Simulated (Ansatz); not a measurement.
**Rb₂LiSbCl₆ (space group Fm-3m, No. 225; a cell from a computed database, its experimental status unchecked)**

```xyz
10
Lattice="0.0000 5.1479 5.1479 5.1479 0.0000 5.1479 5.1479 5.1479 0.0000" Properties=species:S:1:pos:R:3 pbc="T T T"
Rb     7.7218     7.7218     7.7218
Rb     2.5739     2.5739     2.5739
Li     5.1479     5.1479     5.1479
Sb     0.0000     0.0000     0.0000
Cl     2.6256     5.1479     5.1479
Cl     7.6702     5.1479     5.1479
Cl     5.1479     2.6256     5.1479
Cl     5.1479     7.6702     5.1479
Cl     5.1479     5.1479     2.6256
Cl     5.1479     5.1479     7.6702
```

The values are results of Ansatz (an electronic-structure program) PBEsol, scalar-relativistic without spin-orbit coupling, not measurements. Γ-centred 6×6×6 mesh, Fermi–Dirac width 0.05 eV.

- Volume per atom: 27.28 Å³
- Density: 3.12 g/cm³
- Band gap: 2.84 eV, indirect, X → L
- Electron mass: 2.7 mₑ along k, 0.48 mₑ across
- Lowest conduction-band minima above the VBM: L along ⟨111⟩ 2.84 eV
- Total energy: -1942.511 eV/atom (σ→0; compares only within this code and set-up)

Spin-orbit coupling, missing from the scalar runs, can matter with Sb. Masses are band curvatures over ±0.01 Å⁻¹ around the edge. Along k means along the line from Γ to the band edge. Whether these cells are dynamically stable was not tested.
